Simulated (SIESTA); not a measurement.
# Short convergence ladders for VW (Cmm2, 2 atoms in the cell)

```
VW
1.0
    1.55277    -2.23052     0.00000
    1.55277     2.23052     0.00000
    0.00000     0.00000     4.29276
V W
1 1
Direct
  0.00000   0.00000   0.01165
  0.50000   0.50000   0.50000
```

Base method: GGA PBEsol, numerical atomic orbitals DZP, PseudoDojo PBEsol standard norm-conserving potentials (rewritten from UPF to PSML) run with SIESTA.

Base settings: XC.functional = GGA; XC.authors = PBEsol; potentials = PseudoDojo PBEsol standard; PAO.BasisSize = DZP; PAO.EnergyShift = 0.01 Ry; MeshCutoff = 300 Ry; kgrid.MonkhorstPack = 6 6 4; OccupationFunction = MP; OccupationMPOrder = 0; ElectronicTemperature = 1160.45 K.

**The k-point mesh at a smearing width of 0.05 eV**

In this ladder: ElectronicTemperature = 580.23 K.

The second cell is the first with its lattice scaled by 0.98.

Only quantities that move along the ladder and can be compared are tabulated.

| kgrid.MonkhorstPack | free energy less the last step's (meV/atom) | energy of the compressed cell less the first (meV/atom) | pressure (GPa) | largest difference of a force vector from the last step's (eV/Å) |
|---|---|---|---|---|
| 5 5 3 | 56.20 | -23.04 | -11.38 | 0.076 |
| 6 6 3 | -6.80 | -10.77 | -9.86 | 0.084 |
| 7 7 4 | -9.17 | -17.80 | -10.77 | 0.083 |
| 8 8 5 | 3.23 | -16.63 | -10.57 | 0.013 |
| 10 10 6 | -0.64 | -17.79 | -10.83 | 0.016 |
| 12 12 7 | -3.32 | -16.93 | -10.72 | 0.009 |
| 14 14 9 | 2.88 | -16.71 | -10.62 | 0.004 |
| 17 17 10 | -0.36 | -16.45 | -10.61 | 0.003 |
| 25 25 15 | 0.00 | -17.10 | -10.70 | 0.000 |

Coarsest kgrid.MonkhorstPack that holds the energy of the compressed cell less the first within 2 meV/atom of the last step, with all finer ones: 7 7 4; the step before is off by 6.3 meV/atom.

Coarsest kgrid.MonkhorstPack that holds the free energy within 2 meV/atom of the last step, with all finer ones: 17 17 10; the step before is off by 2.9 meV/atom.

Coarsest kgrid.MonkhorstPack that holds the pressure within 0.2 GPa of the last step, with all finer ones: 7 7 4; the step before is off by 0.84 GPa.

**The width of Fermi-Dirac smearing**

In this ladder: kgrid.MonkhorstPack = 10 10 7; OccupationFunction = FD; OccupationMPOrder = default.

Narrow widths need finer meshes than wide ones, so the last steps can hold mesh noise.

Only quantities that move along the ladder and can be compared are tabulated; pressure and forces are left out, as mesh noise rules them at narrow widths.

```tsv
ElectronicTemperature	free energy less the last step's (meV/atom)
11604.5 K	-1665.14
5802.26 K	-375.71
3481.36 K	-127.83
2320.9 K	-55.74
1160.45 K	-11.86
580.23 K	0.00
```

Widest ElectronicTemperature that holds the free energy within 5 meV/atom: not settled: the last two steps still differ by 12 meV/atom, over half the tolerance, so the ladder does not show it.

**The width of Methfessel-Paxton smearing**

In this ladder: kgrid.MonkhorstPack = 10 10 7; OccupationMPOrder = 1.

Narrow widths need finer meshes than wide ones, so the last steps can hold mesh noise.

Only quantities that move along the ladder and can be compared are tabulated; pressure and forces are left out, as mesh noise rules them at narrow widths.

```csv
ElectronicTemperature,free energy less the last step's (meV/atom)
5802.26 K,-1.24
3481.36 K,-1.11
2320.9 K,-1.00
1160.45 K,-0.32
580.23 K,0.00
```

Widest ElectronicTemperature that holds the free energy within 0.5 meV/atom: not settled: the last two steps still differ by 0.32 meV/atom, over half the tolerance, so the ladder does not show it.

On the base run: the starting cell comes from a database of computed structures (which also holds hypothetical and non-ambient phases and stackings), without a prior relaxation at this level. Its lattice was rescaled by up to half a per cent. One atom was moved a little off its site on purpose. Spin polarisation is off. Values carry the incompleteness of an atom-centred basis. In the base run, with a pressure of about -10 GPa the cell is away from its equilibrium volume at this level. Without a gap this mesh is coarse (it stands for a supercell whose shortest vector is 16 Å).

Left out of this page: 4 runs of the series outside the window shown, repeating another row's setting, or not comparable; 1 run of the series unsound by tests on forces, stress, charge or solver warnings.
